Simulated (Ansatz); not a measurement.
Results of r²SCAN (Ansatz, a program for electronic structure, PAW) for BN (Fmm2, No. 42, 2 atoms in the cell; start mp-685145; a measured phase of this formula has another space group).

Settings: plane-wave cutoff 560 eV, 16×16×16 k mesh, Fermi–Dirac smearing 0.01 eV, scalar-relativistic PAW data made under PBE.

Cell (relaxed at this level):

```xyz
2
Lattice="0.0000 3.4803 2.1645 1.2508 0.0000 2.1645 1.2508 3.4803 0.0000" Properties=species:S:1:pos:R:3 pbc="T T T"
B      1.2508     3.4803     0.0003
N      1.2508     3.4803     2.8858
```

Question: Predict the band gap, smallest direct gap on the k points sampled and direct gap at Γ.

Answer: 
band gap: 4.24 eV (indirect)
smallest direct gap on the k points sampled: 5.18 eV
direct gap at Γ: 6.64 eV

Note: the cell has widely spaced layers and the level no dispersion term, so their spacing and the moduli can rest on weak binding.

The computed numbers hold no vibrational or temperature effects.

A start named mp-… is a Materials Project structure, which need not be a measured phase.
